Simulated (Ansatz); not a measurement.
**Fermi-surface data of BC₅ (I-4m2)**

Consider the following.

```xyz
6
Lattice="-1.2584 1.2584 5.6896 1.2584 -1.2584 5.6896 1.2584 1.2584 -5.6896" Properties=species:S:1:pos:R:3 pbc="T T T"
B      0.0000     1.2584     2.8448
C      0.0000     0.0000     9.6001
C      0.0000     0.0000     1.7792
C      0.0000     0.0000     5.6896
C      1.2584     0.0000     4.7769
C      1.2584     0.0000     0.9127
```

Level of theory: PBE, rigid bands (plane waves, PAW, scalar-relativistic; Ansatz, a program for electronic structure). Condition of this run: functional PBE, cell relaxed with it. How the cell was made: cell and atoms relaxed with PBE.

The density of states at the Fermi level comes out as 0.605 states/(eV·cell), both spins and the bare Sommerfeld coefficient comes out as 0.24 mJ/(mol of atoms·K²). The drude plasma energy is 6.4 (x), 6.4 (y), 1.71 (z) eV and the root-mean-square Fermi velocity is 8.0e5 m/s. The resistivity times τ is 12.0 (x), 12.0 (y), 167 (z) ×10⁻²² Ω·m·s.

A metal at this level (no band gap); rigid bands, thermally averaged at 300 K, both spins. Spin-orbit coupling is left out. τ is one relaxation time for all states.

Computed structure with no diffraction record at hand here (it may be known, metastable or hypothetical): BC5 (I-4m2).
